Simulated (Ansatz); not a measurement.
System: LaN (model structure, started from the zincblende type, F-43m, No. 216, 2 atoms in the cell). Method: HSE06 (Ansatz, a program for electronic structure, PAW).

Numerical settings: plane-wave cutoff 520 eV, 8×8×8 k mesh, scalar-relativistic PAW data made under PBE.

Computed at the level's own relaxed cell.

```yaml
crystal:
  lattice:
    - [0.00000, 2.79597, 2.79597]
    - [2.79597, 0.00000, 2.79597]
    - [2.79597, 2.79597, 0.00000]
  atoms:
    - { symbol: N, position: [0.25000, 0.25000, 0.25000] }
    - { symbol: La, position: [0.00000, 0.00000, 0.00000] }
```

**Question.** Give the elastic tensor (Voigt notation, GPa, ions relaxed, in the Cartesian axes of the cell as printed).

**Answer.** 
```
  106.3    85.6    85.6     0.0     0.0     0.0
   85.6   106.3    85.6     0.0     0.0     0.0
   85.6    85.6   106.3     0.0     0.0     0.0
    0.0     0.0     0.0    35.0     0.0     0.0
    0.0     0.0     0.0     0.0    35.0     0.0
    0.0     0.0     0.0     0.0     0.0    35.0
```

Note: the relaxation could raise the start's symmetry but not lower it, so the cell can be a saddle point.

The computed numbers hold no vibrational or temperature effects.

A model structure was made by putting elements into a prototype or built by hand; it is no filed structure, need not be a known phase, and can be a saddle point held by its symmetry.
